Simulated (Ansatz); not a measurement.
**TiSi$_{2}$ (space group Cmcm, No. 63)**

Space group Cmcm (No. 63); a = 3.527 Å, b = 13.523 Å, c = 3.566 Å, α = 90.00°, β = 90.00°, γ = 90.00°

```json
[
 {"atom": "Si", "site": "4c", "symmetry": "m2m", "x": "0.0000", "y": "0.0583", "z": "0.7500"},
 {"atom": "Si", "site": "4c", "symmetry": "m2m", "x": "0.0000", "y": "0.2503", "z": "0.2500"},
 {"atom": "Ti", "site": "4c", "symmetry": "m2m", "x": "0.0000", "y": "0.6032", "z": "0.2500"}
]
```
(The calculation used a cell of 6 atoms; values per cell refer to that cell.)

All numbers come from DFT with r2SCAN, PAW potentials and a 500 eV plane-wave cutoff in Ansatz (a quantum-chemistry and plane-wave program), no spin-orbit coupling, earlier PAW set. Settings: 14×14×13 k-points, 0.05 eV Fermi–Dirac smearing.

- Volume per atom: 14.17 Å³
- Density: 4.06 g/cm³
- Band gap: zero
- Total energy: -1261.386 eV/atom (σ→0; compares only within this code and set-up)

No phonon test of stability was made. All final runs are without spin polarisation.
